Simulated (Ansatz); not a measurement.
We consider B4C3 (model structure, started from the Al4C3 type, R-3m, No. 166, 7 atoms in the cell), described by LDA (PAW; Ansatz, a quantum-chemistry and plane-wave program).

Numerical settings: plane-wave cutoff 520 eV, 14×14×14 k mesh, Fermi–Dirac smearing 0.01 eV, scalar-relativistic PAW data made under PBE.

Cell (relaxed at this level):

```
B4C3
1.0
    1.34183     0.77471     6.86535
   -1.34183     0.77471     6.86535
    0.00000    -1.54941     6.86535
B C
4 3
Direct
  0.86834   0.86834   0.86834
  0.13166   0.13166   0.13166
  0.70376   0.70376   0.70376
  0.29624   0.29624   0.29624
  0.78005   0.78005   0.78005
  0.21995   0.21995   0.21995
  0.00000   0.00000   0.00000
```

Question: What does this level give for the band gap and smallest direct gap on the k points sampled?

Answer: 
band gap: 1.05 eV (indirect)
smallest direct gap on the k points sampled: 2.14 eV

Note: the relaxation could raise the start's symmetry but not lower it, so the cell can be a saddle point.

Computed values are for the static lattice.

A model structure was made by putting elements into a prototype or built by hand; it is no filed structure, need not be a known phase, and can be a saddle point held by its symmetry.
